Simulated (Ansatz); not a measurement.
Base system: Sc in the hcp (Mg type) structure (space group P6_3/mmc, No. 194; a = 3.3179 Å, c = 5.1860 Å; relaxed with 0.1 eV smearing).

All numbers come from PBE/PAW in Ansatz (a quantum-chemistry and plane-wave program), scalar-relativistic without spin-orbit coupling.

Base values:

- Pressure: 0.0 GPa
- Band gap: zero

One thing is altered: the cell is scaled by 1.0100 in all directions; the atoms relax in the strained cell.

Estimate the effect on the energy relative to the base, pressure and band gap.

The energy grows by 3.6 meV/atom; the pressure (mean of the normal stresses, compression positive) goes from zero to -1.5 GPa; the band gap stays zero.

Stability against distortions was not tested. All final runs are without spin polarisation.
